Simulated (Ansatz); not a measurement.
Results of PBEsol (PAW; Ansatz, a quantum-chemistry and plane-wave program) for BeSe (model structure, started from the BeO type, P4₂/mnm, No. 136, 8 atoms in the cell).

Settings: plane-wave cutoff 520 eV, 6×6×10 k mesh (along the axes of the cell as run), Fermi–Dirac smearing 0.01 eV, scalar-relativistic PAW data made under PBE.

Cell (relaxed with PBEsol):

```xyz
8
Lattice="6.2285 0.0000 0.0000 0.0000 6.2285 0.0000 0.0000 0.0000 3.6456" Properties=species:S:1:pos:R:3 pbc="T T T"
Be     2.0612     4.1673     0.0000
Be     4.1673     2.0612     0.0000
Be     5.1755     5.1755     1.8228
Be     1.0530     1.0530     1.8228
Se     1.9259     1.9259     0.0000
Se     4.3026     4.3026     0.0000
Se     1.1884     5.0401     1.8228
Se     5.0401     1.1884     1.8228
```

**Question.** Estimate the band gap and smallest direct gap on the k points sampled that the calculation returns.

**Answer.** 
- band gap = 2.73 eV (indirect)
- smallest direct gap on the k points sampled = 3.30 eV

Note: the relaxation could raise the start's symmetry but not lower it, so the cell can be a saddle point.

Spin–orbit coupling is not included.

Static lattice: no zero-point or thermal effects.

A model structure was made by putting elements into a prototype or built by hand; it is no filed structure, need not be a known phase, and can be a saddle point held by its symmetry.
